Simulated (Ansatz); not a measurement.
System: MgO (model structure, started from the GeS type, Fm-3m, No. 225, 8 atoms in the cell). Method: G0W0@PBEsol in Ansatz (hard PAW, contour deformation).

The same calculation (at the PBEsol cell, 9.359 Å³/atom) with different numerical settings; throughout: k mesh 2×2×2:

```tsv
run	response cutoff (eV)	empty bands	quasiparticle gap on the mesh (eV)	quasiparticle gap at Γ (eV)	rough time
1	100	312	6.525	6.525	60 core-s
2	150	574	6.728	6.728	4 core-min
3	250	1235	6.905	6.905	20 core-min
4	300	1623	6.943	6.943	40 core-min
5	400	2499	6.983	6.983	80 core-min
```

In the column quasiparticle gap on the mesh (eV) the first row differs from the last by -0.458 and the next to last by -0.040.

The last row is no converged limit: other settings stay fixed.

A model structure was made by putting elements into a prototype or built by hand; here it ended with the formula and space group of a phase in our tables.

Ansatz is a quantum-chemistry and plane-wave program.
